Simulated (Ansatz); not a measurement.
Consider the following.

```yaml
crystal:
  lattice:
    - [6.07349, 0.00000, 0.00000]
    - [0.00000, 6.07349, 0.00000]
    - [0.00000, 0.00000, 6.07349]
  atoms:
    - { symbol: Cs, position: [0.00000, 0.00000, 0.00000] }
    - { symbol: Sn, position: [0.50000, 0.50000, 0.50000] }
    - { symbol: I, position: [0.00000, 0.50000, 0.50000] }
    - { symbol: I, position: [0.50000, 0.50000, 0.00000] }
    - { symbol: I, position: [0.50000, 0.00000, 0.50000] }
```

No spin polarisation.

Calculations: r2SCAN in Ansatz (plane waves to 500 eV, PAW, scalar-relativistic without spin-orbit coupling). Settings: 6×6×6 k-points, 0.05 eV Fermi–Dirac smearing.

Question: Estimate the band gap.

Answer: 0.09 eV.

Question: What gap character does the calculation give?

Answer: Direct at R.

Question: What width of the top valence band does the calculation give?

Answer: 2.96 eV.

With I present, leaving out spin-orbit coupling can change the band edges. Load acts through the strain it causes; cell and atoms are relaxed under it. No phonon test of stability was made. The cell was made from CsSnI3 in the cubic perovskite structure (space group Pm-3m, No. 221) by this change: pressure 1.5 GPa. Many cubic perovskites are stable only at high temperature; tilts and polar distortions were not tested. The zero or small gap of CsSnI3 under pressure 1.5 GPa can change with the level of theory.

Ansatz is a first-principles code.
